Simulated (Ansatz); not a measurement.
**How far to go with the SCF threshold: WS2 (P3m1, 3 atoms in the cell)**

```
WS2
1.0
    3.16760     0.00000     0.00000
   -1.58380     2.74322     0.00000
    0.00000     0.00000    16.86583
W S
1 2
Direct
  0.00000   0.00000   0.00297
  0.33333   0.66667   0.90800
  0.33333   0.66667   0.09200
```

Level of theory: PBEsol, PAW files made with PBE (plane waves; Ansatz, a quantum-chemistry and plane-wave program).

Base settings: basis.ecutwfc = 30.9 Ry; kpoints.mp_grid.grid = 9 9 2; hamiltonian.xc = pbesol; hamiltonian.pseudopotentials = {kind: paw} (the program's default PAW files); scf.occupations.method = fixed.

The mesh stays at the base's, so the ladder's end is converged at best in this setting alone.

Only quantities that move along the ladder and can be compared are tabulated.

The count of work is k-points × plane waves × bands × iterations; it is no time. 

The starting cell comes from a database of computed structures (which also holds hypothetical and non-ambient phases and stackings), without a prior relaxation at this level. Its lattice was rescaled by up to half a per cent. One atom was moved a little off its site on purpose. Spin-orbit coupling is off. In the base run, forces exceed 1 eV/Å. Ansatz's pressure includes its estimate of the finite-basis (Pulay) stress.

Steps (scf.convergence.dr2_threshold): 0.1 eV; 0.01 eV; 0.001 eV; 0.0001 eV; 1e-05 eV; 1e-06 eV; 1e-07 eV; 1e-08 eV; 1e-10 eV; 1e-12 eV.

Problem. What is the coarsest scf.convergence.dr2_threshold that holds the forces within 0.02 eV/Å of the last step, with all finer ones?

Solution. 0.01 eV, at 0.38 of the last step's count of work; the step before is off by 0.051 eV/Å.

Problem. What is the coarsest scf.convergence.dr2_threshold that holds the free energy within 1 meV/atom of the last step, with all finer ones?

Solution. 0.01 eV, at 0.38 of the last step's count of work; the step before is off by 7.7 meV/atom.

Problem. What is the coarsest scf.convergence.dr2_threshold that holds the pressure within 0.05 GPa of the last step, with all finer ones?

Solution. 0.01 eV, at 0.38 of the last step's count of work; the step before is off by 0.13 GPa.

```csv
scf.convergence.dr2_threshold,free energy less the last step's (meV/atom),pressure (GPa),largest difference of a force vector from the last step's (eV/Å),gap on the mesh (eV),count of work / last
0.1 eV,7.66,-0.24,0.051,1.708,0.31
0.01 eV,0.35,-0.14,0.010,1.746,0.38
0.001 eV,0.01,-0.11,0.001,1.759,0.44
0.0001 eV,0.00,-0.11,0.001,1.758,0.50
1e-05 eV,0.00,-0.11,0.001,1.758,0.50
1e-06 eV,0.00,-0.11,0.000,1.758,0.56
1e-07 eV,0.00,-0.11,0.000,1.758,0.62
1e-08 eV,0.00,-0.11,0.000,1.758,0.69
1e-10 eV,0.00,-0.11,0.000,1.758,0.75
1e-12 eV,0.00,-0.11,0.000,1.758,1.0
```

Keys are those of Ansatz 0.2.
